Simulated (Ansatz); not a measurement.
The parent structure is AlAs in the zinc blende structure (space group F-43m, No. 216; a = 5.674 Å). Axes: x, y, z lie along the cube axes.

It is then changed as follows: tensor shear ε_xy = −1.81 % (engineering shear γ = -0.0362), atoms relaxed at fixed cell.

Levels (all Ansatz, a program for electronic structure, PAW, earlier PAW set): PBEsol (420 eV, no spin-orbit coupling); PBEsol+SOC (420 eV, with spin-orbit coupling).

The geometry is relaxed with PBEsol.

- PBEsol valence-band top at Γ: 0.00, -0.17, -0.30 eV
- PBEsol smallest direct gap: 1.71 eV
- PBEsol lowest conduction level above the VBM at special points: X 1.11 eV; T 1.18 eV; Γ 1.71 eV; R 1.74 eV

Q: Predict the valence-band top at Γ, smallest direct gap and lowest conduction level above the VBM at special points from PBEsol+SOC.

A: The valence-band top at Γ (three highest Kramers pairs, from the VBM) becomes 0.00, -0.18, -0.46 eV (PBEsol: 0.00, -0.17, -0.30 eV); the smallest direct gap falls by 0.05 eV, from 1.71 eV to 1.66 eV; the lowest conduction level above the VBM at special points changes from X 1.11 eV; T 1.18 eV; Γ 1.71 eV; R 1.74 eV to X 1.06 eV; T 1.13 eV; Γ 1.66 eV; R 1.69 eV.

Single points use the geometry relaxed with PBEsol. The spin-orbit shifts are approximate. The cells carry an imposed strain or load. Whether these cells are dynamically stable was not tested. Labels are those of the standard path for the cell's own space group.
